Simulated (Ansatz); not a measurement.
We consider TaRu (model structure, Fm-3m, No. 225, 2 atoms in the cell), described by LDA (Ansatz, a quantum-chemistry and plane-wave program, plane waves, PAW).

Input:

Ansatz 0.2 input:
```yaml
crystal:
  lattice:
    - [0.0, 2.5383296304, 2.5383296304]
    - [2.5383296304, 0.0, 2.5383296304]
    - [2.5383296304, 2.5383296304, 0.0]
  atoms:
    - { symbol: Ru, position: [0.0, 0.0, 0.0] }
    - { symbol: Ta, position: [0.5, 0.5, 0.5] }
basis:
  ecutwfc: 520
  ecutrho_ratio: 4
  xc_grid: 2
kpoints:
  mp_grid: { grid: [20, 20, 20] }
hamiltonian:
  xc: lda
  dispersion: none
  pseudopotentials: { kind: paw }
scf:
  occupations: { method: fermi_dirac, width: 0.05 }
output:
  forces: true
  stress: true
  eigenvalues: true
relax:
  f_tol: 0.004
  escape_saddle: false
  max_steps: 80
```

Excerpt of the program's output:

```
WARN output.stress: scf.convergence.dr2_threshold = 1e-7 eV (the SCF's general default) is looser than the 2e-10 eV advised for a printed stress (1e-10 eV for …
Relaxation: its limit of steps is 80 (relax.max_steps)
Crystal: 2 atoms, lattice volume = 32.710 Å³
Basis set: ecut = 520 eV, 893 PW (Γ), exchange–correlation on 54×54×54 points (8 copies of the dense FFT grid, shifted against one another)
Bands: 19, of which v1, the nominal top of the filled ones, is band 15 counted from 1 (14 counted from 0)
Symmetry: 48 space group operations
Space group: Fm-3m (ITA 225), of the structure as read, at distance tolerance 3.2e-5 Å
k-points: 256 of 8000
Functional: x = slater, c = lda
SCF iter   1: F=—  HF=-15440.150974 eV  |F-HF|=—  |Δ(HF+E_count)|=         —  Δρ=1.63e-2  dr2=1.31e-1
SCF iter   2: F=—  HF=-15440.138885 eV  |F-HF|=—  |Δ(HF+E_count)|=   1.21e-2  Δρ=8.40e-3  dr2=3.65e-2
  ...
SCF iter   5: F=—  HF=-15440.133967 eV  |F-HF|=—  |Δ(HF+E_count)|=   8.23e-7  Δρ=7.46e-5  dr2=1.61e-6
SCF iter   6: F=-15440.133967 eV  HF=-15440.133967 eV  |F-HF|=1.77e-8  |Δ(HF+E_count)|=   1.88e-7  Δρ=1.21e-5  dr2=4.95e-8
SCF 1 converged in 6 iterations: F = -15440.133967 eV  dr2 = 4.95e-8
relax step   1: F+E_penalty+E_count = -15440.13396673 eV  Δ(F+E_penalty+E_count) = +0.000e0 eV  max|allowed force component| = 1.452e-28 eV/Å  Δτ_max = 0.0000 Å  (6 SCF iters, accepted)
SCF converged after 6 iterations
Free energy (F): -15440.133967 eV
Internal energy: -15440.123633 eV  (E = F + TS)
E sigma→0 (E₀):  -15440.128800 eV
Fermi energy:    19.932931 eV
--- Forces (eV/Å), atoms counted from 1 ---
  atom   1  Ru     0.00000000     0.00000000     0.00000000
  atom   2  Ta    -0.00000000     0.00000000    -0.00000000
--- Stress (GPa, compression-positive) ---
        4.860621       0.000000       0.000000
        0.000000       4.860621      -0.000000
       -0.000000      -0.000000       4.860621
  P = ⅓ Tr σ = 4.8606 GPa (48.606 kbar)
```

The cell is one volume of an energy–volume scan, off the minimum.

The PAW data were made under PBE.

Note: the run has no spin polarisation, so it can have missed a magnetic state. Note: the relaxation could raise the start's symmetry but not lower it, so the cell can be a saddle point.

The result took roughly 16 core-seconds.

A model structure was made by putting elements into a prototype or built by hand; it is no filed structure, need not be a known phase, and can be a saddle point held by its symmetry.
